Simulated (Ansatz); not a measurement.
**Habitual settings against a tight run: MgPd (Pm-3m, 2 atoms in the cell)**

Self-consistent single point.

```xyz
2
Lattice="3.1939 0.0000 0.0000 0.0000 3.1939 0.0000 0.0000 0.0000 3.1939" Properties=species:S:1:pos:R:3 pbc="T T T"
Mg     0.0000     0.0000     0.0000
Pd     1.5969     1.5969     1.5969
```

Level of theory: PBEsol, default PAW files made with PBE (plane waves; Ansatz, an electronic-structure program).

Base settings: basis.ecutwfc = 420 eV; kpoints.mp_grid.grid = 10 10 10; hamiltonian.xc = pbesol; hamiltonian.pseudopotentials = {kind: paw} (the program's default PAW files); scf.occupations.method = fermi_dirac; scf.occupations.width = 0.1 eV.

Tight run (finer mesh or higher cutoff; not a proven limit): basis.ecutwfc: 420 eV → 590 eV; kpoints.mp_grid.grid: 10 10 10 → 14 14 14; scf.convergence.dr2_threshold: default (1e-07 eV) → 1e-09 eV. It gave Fermi level (on the code's own zero) 13.00 eV; pressure -4.56 GPa.

Quick runs, as changes from the base:
- A: the base itself
- B: basis.ecutwfc: 420 eV → 250 eV; kpoints.mp_grid.grid: 10 10 10 → 1 1 1; scf.occupations.width: 0.1 eV → 0.272 eV
- C: basis.ecutwfc: 420 eV → 295 eV; kpoints.mp_grid.grid: 10 10 10 → 8 8 8; hamiltonian.xc: pbesol → lda; scf.convergence.dr2_threshold: default (1e-07 eV) → 0.001 eV [LDA (PW92)]
- D: basis.ecutwfc: 420 eV → 295 eV; kpoints.mp_grid.grid: 10 10 10 → 4 4 4
- E: basis.ecutwfc: 420 eV → 250 eV; kpoints.mp_grid.grid: 10 10 10 → 6 6 6; scf.occupations.method: fermi_dirac → methfessel_paxton; scf.occupations.width: 0.1 eV → 0.2 eV
- F: basis.ecutwfc: 420 eV → 210 eV; kpoints.mp_grid.grid: 10 10 10 → 2 2 2; kpoints.mp_grid.shift: default → 0.5 0.5 0.5

Energies are extrapolated to zero smearing width, which holds to low order in the width alone.

Dashes: energy of C, another energy zero.

† marks runs with another functional, U, potentials or spin treatment: their distance from the tight run is not a convergence error alone.

The count of work is k-points × plane waves × bands × iterations; it is no time. 

Pressures in the table are Ansatz's without its Pulay estimate, at a fixed set of plane waves; the tight run's value above holds the estimate.

The starting cell comes from a database of computed structures (which also holds hypothetical and non-ambient phases and stackings), without a prior relaxation at this level. Its lattice was rescaled by a random factor within 2.5 % of one. Spin polarisation is off. In the base run, with a pressure of about -5 GPa the cell is away from its equilibrium volume at this level.

| run | energy less tight (meV/atom) | pressure less tight (GPa) | count of work / tight |
|---|---|---|---|
| A | 0.8 | 0.02 | 0.28 |
| B | -815.4 | -132.56 | 0.0025 |
| C† | – | -17.67 | 0.11 |
| D | 256.0 | -12.48 | 0.031 |
| E | 1054.7 | -67.29 | 0.041 |
| F | 3108.8 | -217.19 | 0.0020 |

Among the runs at the tight run's level, the energy misses run from 0.8 to 3108.8 meV/atom.

Keys are those of Ansatz 0.2.
